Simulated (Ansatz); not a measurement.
The parent structure is Si in the diamond structure (space group Fd-3m, No. 227; a = 5.444 Å). Axes: x, y, z lie along the cube axes.

Structures relaxed with r2SCAN, PAW, 500 eV (Ansatz, a program for electronic structure; scalar-relativistic without spin-orbit coupling).

Base:

Simulated powder pattern, Cu Kα, λ = 1.54184 Å (kinematic, ideal powder, no thermal factors, no anomalous dispersion; the 10 strongest lines at most, above 2 %, up to 2θ = 90°):

```csv
2θ (°),I/Imax (%),hkl
28.39,100,(111)
47.22,67,(220)
56.02,40,(311)
69.00,11,(400)
76.23,16,(331)
87.85,23,(422)
```

After one change:

Simulated powder pattern, Cu Kα, λ = 1.54184 Å (kinematic, ideal powder, no thermal factors, no anomalous dispersion; the 10 strongest lines at most, above 2 %, up to 2θ = 90°):

```
2θ (°)  I/Imax (%)
------  ----------
28.09          100
28.54           33
46.60           46
47.18           44
55.30           13
55.56           27
56.07           12
68.49           14
75.15           11
86.92           15
```

Question: Which of these changes matches the shifts?
A. biaxial strain +0.42 %, plane normal [111], relaxed out of plane
B. biaxial strain +1.25 %, plane normal [111], relaxed out of plane
C. biaxial strain +2.50 %, plane normal [111], relaxed out of plane
D. biaxial strain +1.67 %, plane normal [111], relaxed out of plane

Answer: B, biaxial strain +1.25 %, plane normal [111], relaxed out of plane. Its volume per atom is 20.57 Å³ against 20.17 Å³, and its space group is R-3m (No. 166).

Whether these cells are dynamically stable was not tested.
